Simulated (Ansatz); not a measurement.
## A computed series for TiO2: response to strain

Base system: TiO2 in the rutile structure (space group P4_2/mnm, No. 136).

```xyz
6
Lattice="4.5967 0.0000 0.0000 0.0000 4.5967 0.0000 0.0000 0.0000 2.9537" Properties=species:S:1:pos:R:3 pbc="T T T"
Ti     0.0000     0.0000     0.0000
Ti     2.2984     2.2984     1.4768
O      1.4002     1.4002     0.0000
O      3.6986     0.8981     1.4768
O      0.8981     3.6986     1.4768
O      3.1965     3.1965     0.0000
```

Cartesian axes are those of the cell as printed.

Strains are applied to the cell and any free atomic positions relax; under biaxial strain the out-of-plane vector relaxes too.

The values are results of r2SCAN (Ansatz, an electronic-structure program; PAW; 500 eV plane waves; without spin-orbit coupling), not measurements.

Notes on the quantities. pressure: mean of the normal stresses, compression positive.

| variant | band gap | pressure | electron mass |
|---|---|---|---|
| base | 2.22 eV | 0.00 GPa | 0.58 mₑ along c, 1.2 mₑ across (at Γ) |
| biaxial strain −2.05 %, plane normal [001], relaxed out of plane | 2.24 eV | 5.64 GPa | [?] |
| biaxial strain +0.63 %, plane normal [001], relaxed out of plane | 2.23 eV | [?] | 0.58 mₑ out of plane, 1.2 mₑ in plane (at Γ) |
| isotropic strain −2.43 % | 2.33 eV | 20.89 GPa | [?] |

Question: Complete the table.

Answer: 
- biaxial strain −2.05 %, plane normal [001], relaxed out of plane, electron mass: 0.60 mₑ out of plane, 1.2 mₑ in plane (at Γ)
- biaxial strain +0.63 %, plane normal [001], relaxed out of plane, pressure: -1.57 GPa
- isotropic strain −2.43 %, electron mass: 0.53 mₑ along c, 1.1 mₑ across (at Γ)

Effective masses come from finite differences of ±0.01 Å⁻¹. Stability against distortions was not tested. All final runs are without spin polarisation.
